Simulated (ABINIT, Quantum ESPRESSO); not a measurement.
An ABINIT input for a self-consistent single point of Rb (Im-3m, 1 atom in the cell) (DFT, PBE, plane waves, PAW (JTH v2.0 PBE PAW)):

```
# Rb, JTH v2.0 PBE PAW
pp_dirpath "./"
pseudos "Rb.GGA_PBE-JTH.xml"
acell 3*1.0
rprim
        -5.3384763021    5.3384763021    5.3384763021
         5.3384763021   -5.3384763021    5.3384763021
         5.3384763021    5.3384763021   -5.3384763021
natom 1
ntypat 1
znucl 37
typat 1
xred    0.0000000000    0.0000000000    0.0000000000
ecut 544 eV
pawecutdg 1088 eV
pawxcdev 0
ixc 11
occopt 3
tsmear 0.05 eV
nband 10
kptopt 1
ngkpt 11 11 11
nshiftk 1
shiftk 0 0 0
nstep 100
tolvrs 1.0e-10
prtwf 0
prtden 0
prtvol 1
```

**Question.** Write the same calculation as an input for Quantum ESPRESSO.

**Answer.** One input that does it (others would too):

```fortran
&control
  calculation = 'scf',
  prefix = 'Rb',
  outdir = './tmp',
  pseudo_dir = './',
  tprnfor = .true.,
  tstress = .true.,
/
&system
  ibrav = 0,
  nat = 1,
  ntyp = 1,
  ecutwfc = 40,
  ecutrho = 280,
  occupations = 'smearing',
  smearing = 'fd',
  degauss = 0.0036749,
/
&electrons
  conv_thr = 1.0d-10,
  mixing_beta = 0.4,
/
ATOMIC_SPECIES
Rb    85.4678  Rb.pbe-spn-kjpaw_psl.1.0.0.UPF
ATOMIC_POSITIONS crystal
Rb    0.0000000000    0.0000000000    0.0000000000
K_POINTS automatic
11 11 11  0 0 0
CELL_PARAMETERS angstrom
  -2.8250000000     2.8250000000     2.8250000000
   2.8250000000    -2.8250000000     2.8250000000
   2.8250000000     2.8250000000    -2.8250000000
```

Basis settings and potentials, where a program has them, do not carry over. This input uses DFT, PBE, plane waves, PSlibrary PAW (PBE) pseudopotentials. Both were run: pressure 0.03 GPa in ABINIT and 0.02 in Quantum ESPRESSO.

On ABINIT: the starting cell has typed, rounded lattice constants, without a prior relaxation at this level.

On Quantum ESPRESSO: the starting cell has typed, rounded lattice constants, without a prior relaxation at this level.
